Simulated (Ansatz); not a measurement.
## WSi2 under a change: pressure 4.5 GPa

Start from WSi₂ (space group I4/mmm, No. 139; a = 3.185 Å, c = 7.771 Å).

One thing is altered: a hydrostatic pressure of 4.5 GPa.

Method: LDA (Ansatz, an electronic-structure program; PAW; 420 eV plane waves; no spin-orbit coupling). k-mesh 20×20×20 (Γ-centred); smearing 0.05 eV (Fermi–Dirac).

```json
[
 {"quantity": "volume per atom", "base": "13.14 Å³", "changed": "12.91 Å³", "shift": "-0.236 Å³"},
 {"quantity": "lattice parameter a", "base": "6.020 bohr", "changed": "5.981 bohr", "shift": "-0.039 bohr"},
 {"quantity": "c/a ratio", "base": "2.440", "changed": "2.443", "shift": "+0.003"},
 {"quantity": "shortest interatomic distance", "base": "4.855 bohr", "changed": "4.838 bohr", "shift": "-0.017 bohr"},
 {"quantity": "enthalpy H = E + PV relative to the base's energy", "base": "–", "changed": "+0.37 eV/atom", "shift": "–"},
 {"quantity": "band gap", "base": "zero", "changed": "zero", "shift": "–"}
]
```

Load acts through the strain it causes; cell and atoms are relaxed under it. Stability against distortions was not tested. The final runs are not spin-polarised.
